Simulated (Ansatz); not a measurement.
# HfO$_{2}$ (space group Pca2_1, No. 29)

HfO₂ has the orthorhombic space group Pca2₁ (No. 29), Pearson symbol oP12. Conventional cell: a = 5.294 Å, b = 5.070 Å, c = 5.102 Å, α = β = γ = 90.00°. Hf on 4a sees 7 O at 2.045–2.280 Å. O1 on 4a is coordinated by 1 Hf at 2.045 Å and 2 Hf at 2.150–2.157 Å (trigonal planar). O2 on 4a sees 2 Hf at 2.131–2.144 Å and 2 Hf at 2.260–2.280 Å. (Neighbours: up to the widest gap in distance over summed covalent radii, below 1.35, at either atom; cation-cation and far metal-metal contacts left out.)

Calculations: PBE (Ansatz, a program for electronic structure), no SOC, earlier PAW set. Γ-centred 5×5×5 mesh, Fermi–Dirac width 0.05 eV.

```json
{
 "volume_per_atom": "11.41 Å³",
 "density": "10.21 g/cm³",
 "band_gap": "4.39 eV, indirect, Γ → k = (0.200, 0.400, 0.400) in the run's primitive reciprocal basis",
 "total_energy": "-5620.815 eV/atom (σ→0; compares only within this code and set-up)"
}
```

Spin-orbit coupling, missing from the scalar runs, can matter with Hf. Whether these cells are dynamically stable was not tested. This is not the structure that HfO2 has at room temperature and ambient pressure.
